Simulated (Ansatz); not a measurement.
We consider CaWO4 (within 0.1 Å of I4₁/a, No. 88, 12 atoms in the cell; start mp-1103190), described by r²SCAN+rVV10 (plane waves, PAW; Ansatz, a program for electronic structure).

Settings: plane-wave cutoff 500 eV, 8×8×10 k mesh (along the axes of the cell as run), Fermi–Dirac smearing 0.05 eV, no spin polarisation, scalar-relativistic PAW data made under PBE.

Cell (relaxed at this level):

```
CaWO4
1.0
    3.68846    -5.62909    -0.04788
    3.68846     5.62909    -0.04788
   -3.64015     0.00000     3.73669
Ca W O
2 2 8
Direct
  0.62501   0.37499   0.75000
  0.37499   0.62501   0.25000
  0.12497   0.87503   0.75000
  0.87503   0.12497   0.25000
  0.94434   0.36759   0.16459
  0.05566   0.63241   0.83541
  0.63241   0.05566   0.33541
  0.36759   0.94434   0.66459
  0.27974   0.20303   0.14742
  0.72026   0.79697   0.85258
  0.79697   0.72026   0.35258
  0.20303   0.27974   0.64742
```

Give the computed band gap.


- band gap: 4.57 eV (on the SCF k mesh)

Spin–orbit coupling is not included.

Static lattice: no zero-point or thermal effects.

Computing time: roughly 30 core-minutes.

A start named mp-… is a Materials Project structure, which need not be a measured phase.
